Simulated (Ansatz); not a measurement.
Checking a run of Ansatz (an electronic-structure program) on Na2LiInCl6 (Fm-3m, 10 atoms in the cell). The aim is a self-consistent single point with DFT, r2SCAN, plane waves, default PAW files made with PBE.

Cell that was meant: a = 7.0113 Å, b = 7.0113 Å, c = 7.0113 Å, α = 60.00°, β = 60.00°, γ = 60.00°.

Part of the input:

Ansatz 0.2 input:
```yaml
  xc: r2scan
  pseudopotentials: { kind: paw }
scf:
  occupations: { method: gaussian, width: 1.36 }
output:
  forces: true
  eigenvalues: true
```

The program printed (abridged):

```
WARN ansatz: RAYON_NUM_THREADS=1 ignored (pool sized by the plan → 1); use --threads N
   [... lines left out ...]
PAW frozen core: Cl, regenerated for the run's functional
Initial density: superposition of atomic densities (neutral atoms: chi_scale 0, normalization atom), corrected by the library's trained network
Initial wavefunctions: pseudopotential atomic-orbital guess
Eigensolver: davidson
Functional: x = r2scan, c = r2scan; τ floored in thin density (d = 2e-4 eV/Å³)
SCF iter   1: F=—  HF=-15312.124826 eV  |F-HF|=—  |Δ(HF+E_count)|=         —  Δρ=6.17e-3  dr2=4.70e-2  dr2_τ=2.26e-2  ethr=1.77e-3  ⟨swp⟩=9.4  Hψ=2857  notcnv=0
all-band conjugate gradients solve this SCF's bands
preconditioner: auto → Resta (q_TF=auto, 2.247 Å⁻¹)
SCF iter   2: F=—  HF=-15312.180014 eV  |F-HF|=—  |Δ(HF+E_count)|=   5.52e-2  Δρ=2.68e-3  dr2=9.26e-3  dr2_τ=6.46e-4  ethr=6.18e-5  ⟨swp⟩=2.0  Hψ=1065  notcnv=0
   [... lines left out ...]
SCF iter   4: F=—  HF=-15312.180173 eV  |F-HF|=—  |Δ(HF+E_count)|=   1.38e-4  Δρ=7.88e-5  dr2=1.44e-5  dr2_τ=1.31e-6  ethr=8.57e-7  ⟨swp⟩=2.2  Hψ=856  notcnv=0
SCF iter   5: F=—  HF=-15312.180101 eV  |F-HF|=—  |Δ(HF+E_count)|=   7.27e-5  Δρ=2.24e-5  dr2=1.05e-6  dr2_τ=5.84e-8  ethr=1.90e-8  ⟨swp⟩=2.0  Hψ=762  notcnv=0
SCF iter   6: F=-15312.180101 eV  HF=-15312.180101 eV  |F-HF|=4.41e-9  |Δ(HF+E_count)|=   7.06e-7  Δρ=4.18e-6  dr2=4.43e-8  dr2_τ=2.74e-9  ethr=1.32e-10  ⟨swp⟩=12.5  Hψ=3129  notcnv=0
SCF 1 converged in 6 iterations: F = -15312.180101 eV  dr2 = 4.43e-8
Free energy (F): -15312.180101 eV
Internal energy: -15312.062831 eV  (E = F + TS)
E sigma→0 (E₀):  -15312.121466 eV
Entropy (-TS):   -0.117270 eV (-11.727 meV/atom)
Fermi energy:    3.872026 eV
--- Forces (eV/Å), atoms counted from 1 ---
  atom   1  Na    -0.00000000     0.00000000     0.00000000
  atom   2  Na    -0.00000000    -0.00000000     0.00000000
  atom   3  Li     0.00000000    -0.00000000    -0.00000000
  atom   4  In    -0.00000000     0.00000000    -0.00000000
  atom   5  Cl     0.18254384     0.00000000     0.00000000
  atom   6  Cl    -0.18254384    -0.00000000     0.00000000
  atom   7  Cl    -0.00000000     0.18254384     0.00000000
   [... lines left out ...]
  atom  10  Cl     0.00000000     0.00000000    -0.18254384
--- Stress (GPa, compression-positive) ---
        0.934486       0.000000       0.000000
        0.000000       0.934486       0.000000
       -0.000000       0.000000       0.934486
  P = ⅓ Tr σ = 0.9345 GPa (9.345 kbar)
  The stress holds the Pulay correction. Without it, at fixed plane waves, as pw.x and ABINIT print it: P = 0.9213 GPa
```

Task: Is anything amiss in this input, and did it matter?

Result: The run is not sound. The fault is a smearing width that is far too large. A width of many tenths of an electronvolt moves electrons far across the Fermi level or the gap, and the free energy and its derivatives carry a large smearing term. To fix it, use a width small against the gap or band features. The run converged in 6 iterations without an error; against the sound input the free energy drops by 1.4 meV/atom, the pressure hardly changes (0.85 to 0.93 GPa) and the largest force goes from 0.151 to 0.183 eV/Å.

An input that runs soundly differs in these lines (not the only fix; some lines may just follow from the change or write a value another way):
```diff
-  occupations: { method: gaussian, width: 1.36 }
+  occupations: { method: gaussian, width: 0.05 }
```

With that input, the run converged in 6 iterations: free energy E − TS (on the zero of these files) -15312.1665 eV; top of the valence band (on the code's own zero) 1.48 eV; gap on the k-point mesh 3.81 eV; pressure 0.85 GPa; largest force (vector length) 0.151 eV/Å (DFT, r2SCAN, plane waves, default PAW files made with PBE).

On the sound input: the starting cell comes from a database of computed structures (which also holds hypothetical and non-ambient phases and stackings), without a prior relaxation at this level. Its lattice was rescaled by a random factor within 2.5 % of one. Ansatz's pressure includes its estimate of the finite-basis (Pulay) stress.
